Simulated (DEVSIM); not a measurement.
Structure: Cr/SiO2/p-Si capacitor, at 250 K.

```csv
layer (left to right),material,thickness (nm),Na (cm⁻³)
1,SiO2,9.10,-
2,Si,610,8.8e17
```

Metal gate on the left, work function 4.5 eV. Fixed charge at the semiconductor interface 1.4e12 cm⁻² (in units of +e); no interface traps.

The device is made up for the run: typed textbook-type constants, with dimensions and the other settings drawn at random. Values at 300 K; Nc and Nv go as T^1.5, mobilities as T to minus their exponent, the gap by Varshni's rule with the affinity fixed.

| parameter | SiO2 | Si |
|---|---|---|
| gap (eV) | 9 | 1.124 |
| affinity (eV) | 0.9 | 4.05 |
| permittivity | 3.9 | 11.7 |
| Nc (cm⁻³) | - | 2.86e19 |
| Nv (cm⁻³) | - | 3.1e19 |
| Varshni α (eV/K) | - | 0.000473 |
| Varshni β (K) | - | 636 |

DEVSIM, 1D Poisson equation in equilibrium, Boltzmann statistics, complete ionisation; no quantum confinement or tunnelling. Metal contacts follow the ideal Schottky-Mott rule: no Fermi-level pinning, no interface dipoles.

The temperature was swept, all else fixed.

```tsv
temperature (K)	minimum of the low-frequency capacitance (μF/cm²)	flat-band voltage (V)
250	0.165	-1.21
300	0.171	-1.17
350	0.175	-1.14
400	0.180	-1.10
450	0.187	-1.06
500	0.193	-1.02
```

From the first row to the last the minimum of the low-frequency capacitance goes from 0.165 to 0.193. From the first row to the last the flat-band voltage goes from -1.21 to -1.02.
